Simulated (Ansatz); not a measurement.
## AlN, response to strain

Take AlN in the rock salt structure (space group Fm-3m, No. 225; a model cell, its experimental status unchecked) as the base.

```yaml
crystal:
  lattice:
    - [0.00000, 2.02262, 2.02262]
    - [2.02262, 0.00000, 2.02262]
    - [2.02262, 2.02262, 0.00000]
  atoms:
    - { symbol: Al, position: [0.50000, 0.50000, 0.50000] }
    - { symbol: N, position: [0.00000, 0.00000, 0.00000] }
```

Cartesian axes are those of the cell as printed.

Strains are applied to the cell and any free atomic positions relax; under biaxial strain the out-of-plane vector relaxes too; under stress the whole cell relaxes.

Levels (all Ansatz, a first-principles code, PAW): PBEsol (420 eV, no SOC); r2SCAN (500 eV, scalar-relativistic without spin-orbit coupling); HSE06 (420 eV, no spin-orbit coupling).

Band gaps by level, all at the geometries relaxed with PBEsol:

| case | PBEsol | r2SCAN | HSE06 |
|---|---|---|---|
| base | 4.55 eV | 5.47 eV | 6.02 eV |
| biaxial strain −0.95 %, plane normal [001], relaxed out of plane | 4.53 eV | 5.46 eV | 6.01 eV |
| strain tensor (xx, yy, zz, yz, xz, xy) = (−0.63, +0.99, −0.01, +1.27, +0.79, +0.16) % | 4.03 eV | 4.92 eV | 5.47 eV |
| uniaxial stress, 2 GPa tension along z | 4.46 eV | 5.38 eV | 5.93 eV |
| uniaxial stress, 5 GPa tension along x | 4.34 eV | 5.25 eV | 5.79 eV |

Single points use the geometry relaxed with PBEsol. The hybrid gap comes from the SCF mesh plus the semilocal run's edge points and a few special points and is an upper bound. Stability under load was not tested beyond the relaxation. The base started in Pnma and relaxed to Fm-3m at this level. This is not the structure that AlN has at room temperature and ambient pressure.
